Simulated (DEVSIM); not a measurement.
Structure: Cr/SiO2/p-Si capacitor, at 300 K.

Layer 1 from the left is SiO2, thickness (nm) 26.0. Layer 2 from the left is Si, thickness (nm) 550, Na (cm⁻³) 1.1e18.

Metal gate on the left, work function 4.5 eV. Fixed charge at the semiconductor interface 1e10 cm⁻² (in units of +e); no interface traps.

This is a model device: material constants are rounded textbook-type values typed into the input, and sizes, dopings and lifetimes were drawn at random. Values at 300 K.

SiO2: gap (eV) 9, affinity (eV) 0.9, permittivity 3.9. Si: gap (eV) 1.124, affinity (eV) 4.05, permittivity 11.7, Nc (cm⁻³) 2.86e19, Nv (cm⁻³) 3.1e19.

Model (solved in DEVSIM): 1D Poisson equation in equilibrium, Boltzmann statistics, complete ionisation; no quantum confinement or tunnelling. Metal contacts follow the ideal Schottky-Mott rule: no Fermi-level pinning, no interface dipoles.

Question: What does the simulation give for the flat-band voltage, the minimum of the low-frequency capacitance?

Answer: flat-band voltage -0.60 V; minimum of the low-frequency capacitance 0.0961 μF/cm².
